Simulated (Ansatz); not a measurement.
Si on the W site (Si_W) in bcc W (start: the W site; 54-site cell, 4×4×4 shifted sampling), impurity bounded by its compound with the host (Δμ(W) = 0.00 eV, Δμ(Si) = -0.51 eV, bounded by tetragonal WSi2; only phases computed here count, gases as isolated molecules at 0 K). All values below come from PBE, PAW (plane waves to 420 eV; Ansatz, a quantum-chemistry and plane-wave program). In charge state 0 (not spin-polarised) the formation energy is 0.85 eV. The crystal has 6.19 × 10^22 W sites per cm³.

Problem. Estimate the equilibrium concentration at 1300 K in the dilute limit, leaving out vibrational entropy and degeneracy.

Solution. kT = 0.1120 eV; c = N exp(−E_f / kT) = 6.19 × 10^22 × exp(−7.6) ≈ 3 × 10^19 cm^-3. An error of 0.2 eV in E_f moves this by a factor of 6.
